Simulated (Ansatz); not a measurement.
Take KTaO$_{3}$ in the cubic perovskite structure (space group Pm-3m, No. 221) as the base.

```
KTaO3
1.0
    3.98530     0.00000     0.00000
    0.00000     3.98530     0.00000
    0.00000     0.00000     3.98530
K Ta O
1 1 3
Cartesian
  0.00000   0.00000   0.00000
  1.99265   1.99265   1.99265
  1.99265   0.00000   1.99265
  0.00000   1.99265   1.99265
  1.99265   1.99265   0.00000
```

Computed with Ansatz (a program for electronic structure), PBEsol, PAW, cutoff 420 eV, no spin-orbit coupling.

It is then changed as follows: every lattice vector is shortened by 1.20 %; the atoms relax in the strained cell.

What does the calculation give for the energy relative to the base after the change?

The energy increases by 11 meV/atom.

What happens to the mean gap deformation potential ΔEg/Δln V?

The mean gap deformation potential ΔEg/Δln V is -2.1 eV.

With Ta present, leaving out spin-orbit coupling can change the band edges. Stability against distortions was not tested.
